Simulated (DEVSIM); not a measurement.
System: abrupt Si p-n junction, at 250 K.

```csv
layer (left to right),material,thickness (μm),Nd (cm⁻³),Na (cm⁻³),τn (s),τp (s)
1,Si,2.40,-,1.1e17,0.00014,0.00014
2,Si,2.20,1e14,-,0.00014,0.00014
```

Left contact: ohmic. Right contact: ohmic. Voltage is applied to the left contact. Recombination: SRH at mid-gap. Mobility is constant in doping. Where it depends on doping, it is μmin + (μ − μmin)/(1 + (N/Nref)^α).

This is a model device: material constants are rounded textbook-type values typed into the input, and sizes, dopings and lifetimes were drawn at random. Values at 300 K; Nc and Nv go as T^1.5, mobilities as T to minus their exponent, the gap by Varshni's rule with the affinity fixed. The table also holds parameters that only a changed run uses.

```csv
parameter,Si
gap (eV),1.124
affinity (eV),4.05
permittivity,11.7
Nc (cm⁻³),2.86e19
Nv (cm⁻³),3.1e19
μn (cm²/Vs),1417
μp (cm²/Vs),470
"μn,min",52
"μp,min",45
"Nref,n",9.7e16
"Nref,p",2.2e17
αn,0.68
αp,0.72
T exponent of μn,2.3
T exponent of μp,2.2
Cn (cm⁶/s),2.8e-31
Cp (cm⁶/s),9.9e-32
Varshni α (eV/K),0.000473
Varshni β (K),636
```

Simulated with DEVSIM: 1D drift-diffusion, Boltzmann statistics, complete ionisation; no tunnelling, impact ionisation, image-force lowering or self-heating.

Base results: potential step across the device at zero bias (V) 0.756; dark forward voltage at 100 A/cm² (V) 0.772; largest field in the device at zero bias (V/cm) 17000; dark forward voltage at 1 A/cm² (V) 0.601.

What follows from this one change: temperature 250 → 400 K?

potential step across the device at zero bias 0.756 → 0.439 V; dark forward voltage at 100 A/cm² 0.772 → 0.507 V; largest field in the device at zero bias 17000 → 21000 V/cm; dark forward voltage at 1 A/cm² 0.601 → 0.215 V.

What follows from this one change: doping Na of layer 1 1.1e+17 → 3.3e+17 cm^-3?

potential step across the device at zero bias 0.756 → 0.779 V; dark forward voltage at 100 A/cm² little changed (0.770 V); largest field in the device at zero bias 17000 → 29000 V/cm; dark forward voltage at 1 A/cm² little changed (0.601 V).

What follows from this one change: doping Nd of layer 2 1e+14 → 3e+15 cm^-3?

potential step across the device at zero bias 0.756 → 0.829 V; dark forward voltage at 100 A/cm² 0.772 → 0.790 V; largest field in the device at zero bias 17000 → 29000 V/cm; dark forward voltage at 1 A/cm² 0.601 → 0.673 V.
